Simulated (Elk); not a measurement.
A self-consistent single point of SrIr₂ (Fd-3m, 6 atoms in the cell) with Elk.

Computed with PBEsol, all-electron FP-LAPW, Elk's shipped species files, LAPW+lo basis (Elk).

```
SrIr2
1.0
    0.00000     3.82390     3.82390
    3.82390     0.00000     3.82390
    3.82390     3.82390     0.00000
Sr Ir
2 4
Direct
  0.25000   0.25000   0.25000
  0.00000   0.00000   0.00000
  0.62500   0.12500   0.62500
  0.62500   0.62500   0.62500
  0.12500   0.62500   0.62500
  0.62500   0.62500   0.12500
```

Reference input (self-consistent single point, DFT, LDA (PW92), all-electron FP-LAPW, Elk's shipped species files, LAPW+lo basis): rgkmax = 7.5; stype = 0; swidth = 0.00499791 Ha; ngridk = 9 9 9; gmaxvr = 16 1/bohr; nxoapwlo = 1; maxscl = 100. This run's input differs from it in these lines:

```diff
@@ -2,2 +2,5 @@
   0
+
+xctype
+  22
```

Log, with long lists cut:

```
│ Self-consistent loop started │
│ Loop number : 1 │
 total energy                :     -77776.5583695
│ Loop number : 2 │
 total energy                :     -77777.5971655
RMS change in Kohn-Sham potential (target) :   0.1670163724     (  0.1000000000E-05)
Absolute change in total energy (target)   :    1.038795963     (  0.1000000000E-03)
│ Loop number : 3 │
 total energy                :     -77777.9384991
RMS change in Kohn-Sham potential (target) :   0.1603639454     (  0.1000000000E-05)
Absolute change in total energy (target)   :   0.6010326308     (  0.1000000000E-03)
│ Loop number : 4 │
   [... lines left out ...]
Absolute change in total energy (target)   :   0.3194012679E-03 (  0.1000000000E-03)
│ Loop number : 15 │
 total energy                :     -77768.5818058
RMS change in Kohn-Sham potential (target) :   0.9161465442E-07 (  0.1000000000E-05)
Absolute change in total energy (target)   :   0.1797692530E-03 (  0.1000000000E-03)
│ Loop number : 16 │
 total energy                :     -77768.5818287
RMS change in Kohn-Sham potential (target) :   0.1868562237E-07 (  0.1000000000E-05)
Absolute change in total energy (target)   :   0.6780780677E-04 (  0.1000000000E-03)
Convergence targets achieved

│ Loop number : 17 │

Energies :
 Fermi                       :     0.366339974873
 total energy                :     -77768.5818313

Density of states at Fermi energy :    180.1229614
 (states/Hartree/unit cell)

Estimated indirect band gap :   0.4189408524E-03
 from k-point     29 to k-point     30
Estimated direct band gap   :   0.1858723379E-02
 at k-point      9

Charges :
 core                        :    248.0000000
 valence                     :    136.0000000
 interstitial                :    9.330548684
 muffin-tins (core leakage)
  species :    1 (Sr)
   atom    1                 :    36.18677556     (  0.2946382873E-04)
   atom    2                 :    36.18677556     (  0.2946382873E-04)
  species :    2 (Ir)
   atom    1                 :    75.57397505     (  0.9687331788E-03)
   atom    2                 :    75.57397505     (  0.9687331788E-03)
   atom    3                 :    75.57397505     (  0.9687331788E-03)
   atom    4                 :    75.57397505     (  0.9687331788E-03)
 total in muffin-tins        :    374.6694513
 total calculated charge     :    383.9853366
 total charge                :    384.0000000
 error                       :   0.1466342718E-01

│ Self-consistent loop stopped │
```

The run converged in 17 iterations. The count includes the last loop, which Elk runs after its targets are met. 

The starting cell comes from a database of computed structures (which also holds hypothetical and non-ambient phases and stackings), without a prior relaxation at this level. Its lattice was rescaled by a random factor within 2.5 % of one. Spin-orbit coupling is off. Spin polarisation is off. Values depend on the basis (sphere radii, cutoffs, local orbitals), which need not be converged. The log's line on a gap gives a spacing of levels on this mesh, which the program prints for metals too.

Cost on one core of a shared machine: roughly 4 min.
